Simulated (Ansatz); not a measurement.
For fluorite HfO2 (high-temperature phase), r²SCAN+SOC (Ansatz, an electronic-structure program, PAW) gives:

```
Quantity                           Value
------------------------------  --------
equilibrium lattice constant a   5.057 Å
bulk modulus B0                  271 GPa
band gap                         4.31 eV
elastic constant C11             600 GPa
elastic constant C44            73.8 GPa
Voigt–Reuss–Hill shear modulus   123 GPa
```

What does r²SCAN0 (Ansatz, plane waves, PAW) give for the same quantities?


- lattice constant a: 5.038 Å (falls by 0.4 %)
- bulk modulus: 286 GPa (grows by 5.5 %)
- band gap: 6.54 eV (goes up by 2.23 eV)
- elastic constant C11: 632 GPa (goes up by 5.3 %)
- elastic constant C44: 83.6 GPa (grows by 13 %)
- Voigt–Reuss–Hill shear modulus: 134 GPa (grows by 8.9 %)

For comparison: bulk modulus 242 ± 16 GPa (measured, room temperature, not corrected to a static lattice, nanocrystalline cubic HfO2, second-order Birch-Murnaghan; as tabulated in High-pressure structural stability, equation of state, and thermal expansion …).

Changes are worked out from the printed values.

Unless a cell is named, each level is at its own relaxed cell (r²SCAN+SOC 10.78, r²SCAN0 10.65 Å³/atom).

Levels without +SOC leave out spin–orbit coupling, which shifts energies and cells of such heavy elements.

Levels without +SOC have no spin–orbit coupling; where heavier elements are present it shifts gaps, mostly down, and can invert bands. Density-functional gaps are differences of (generalised) Kohn–Sham levels.

Caveats: symmetry holds this phase in the static calculation, where it need not be a minimum (r²SCAN+SOC, r²SCAN0). Ansatz's density-functional and Hartree–Fock values are scalar-relativistic unless marked +SOC, with PAW data made under PBE.
